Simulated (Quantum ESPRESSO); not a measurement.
A self-consistent single point of SrMg2 (R-3m, 6 atoms in the cell) with Quantum ESPRESSO.

Method: PBEsol, GBRV 1.5 ultrasoft (PBESOL) pseudopotentials (plane waves; Quantum ESPRESSO).

```yaml
crystal:
  lattice:
    - [3.17120, -1.83089, 5.36402]
    - [0.00000, 3.66179, 5.36402]
    - [-3.17120, -1.83089, 5.36402]
  atoms:
    - { symbol: Sr, position: [0.12474, 0.12474, 0.12474] }
    - { symbol: Sr, position: [0.87526, 0.87526, 0.87526] }
    - { symbol: Mg, position: [0.00000, 0.50000, 0.50000] }
    - { symbol: Mg, position: [0.50000, 0.00000, 0.50000] }
    - { symbol: Mg, position: [0.50000, 0.50000, 0.00000] }
    - { symbol: Mg, position: [0.50000, 0.50000, 0.50000] }
```

Reference input (self-consistent single point, DFT, PBEsol, plane waves, GBRV 1.5 ultrasoft (PBESOL) pseudopotentials): ecutwfc = 40 Ry; ecutrho = 200 Ry; occupations = smearing; smearing = methfessel-paxton; degauss = 0.0073499 Ry; potentials = {Sr: sr_pbesol_v1.uspp.F.UPF, Mg: mg_pbesol_v1.4.uspp.F.UPF}; K_POINTS = automatic 5 5 5 0 0 0; conv_thr = 1e-08 Ry. This run's input differs from it in these lines:

```diff
@@ -15,4 +15,4 @@
   ntyp = 2
-  ecutwfc = 40
-  ecutrho = 200
+  ecutwfc = 20
+  ecutrho = 100
   occupations = 'smearing'
```

Log, with long lists cut:

```
     Self-consistent Calculation

     iteration #  1     ecut=    20.00 Ry     beta= 0.70

---- Real-time Memory Report at c_bands before calling an iterative solver
           120 MiB given to the printing process from OS
            45 MiB allocation reported by mallinfo(arena+hblkhd)
------------------

     negative rho (up, down):  1.322E-01 0.000E+00

     total energy              =    -638.60400248 Ry
     estimated scf accuracy    <       0.88173343 Ry

     iteration #  2     ecut=    20.00 Ry     beta= 0.70

---- Real-time Memory Report at c_bands before calling an iterative solver
   [... lines left out ...]
           154 MiB given to the printing process from OS
            55 MiB allocation reported by mallinfo(arena+hblkhd)
------------------

     negative rho (up, down):  1.351E-01 0.000E+00

     total energy              =    -638.78438732 Ry
     estimated scf accuracy    <       0.00000008 Ry

     iteration #  8     ecut=    20.00 Ry     beta= 0.70

---- Real-time Memory Report at c_bands before calling an iterative solver
           154 MiB given to the printing process from OS
            55 MiB allocation reported by mallinfo(arena+hblkhd)
------------------

     negative rho (up, down):  1.351E-01 0.000E+00
     End of self-consistent calculation

     the Fermi energy is     5.5475 ev

!    total energy              =    -638.78438734 Ry
     estimated scf accuracy    <          2.9E-09 Ry
     smearing contrib. (-TS)   =      -0.00006286 Ry
     internal energy E=F+TS    =    -638.78432448 Ry

     convergence has been achieved in   8 iterations

     negative rho (up, down):  1.351E-01 0.000E+00

     Forces acting on atoms (cartesian axes, Ry/au):

     atom    1 type  1   force =    -0.00000000   -0.00000000   -0.00055961
     atom    2 type  1   force =     0.00000000    0.00000000    0.00055961
     atom    3 type  2   force =    -0.00000000   -0.00000000    0.00000000
     atom    4 type  2   force =     0.00000000   -0.00000000   -0.00000000
     atom    5 type  2   force =     0.00000000    0.00000000   -0.00000000
   [... lines left out ...]
     Total force =     0.000791     Total SCF correction =     0.000171
   [... lines left out ...]

     negative rho (up, down):  1.351E-01 0.000E+00
          total   stress  (Ry/bohr**3)                   (kbar)     P=     -989.83
  -0.00669510  -0.00000000  -0.00000000         -984.88       -0.00       -0.00
   0.00000000  -0.00669510  -0.00000000            0.00     -984.88       -0.00
   0.00000000  -0.00000000  -0.00679600            0.00       -0.00     -999.73

   JOB DONE.
```

The run converged in 8 iterations. Against the reference run the free energy goes up by 4.18 eV/atom, the pressure goes from -0.58 to -98.98 GPa and the largest force moves little (0.012 to 0.014 eV/Å).

The starting cell comes from a database of computed structures (which also holds hypothetical and non-ambient phases and stackings), without a prior relaxation at this level. Its lattice was rescaled by a random factor within 2.5 % of one. At the lowered cutoff the pressure carries the error of an incomplete plane-wave basis.

Cost on one core of a shared machine: roughly 30 s.
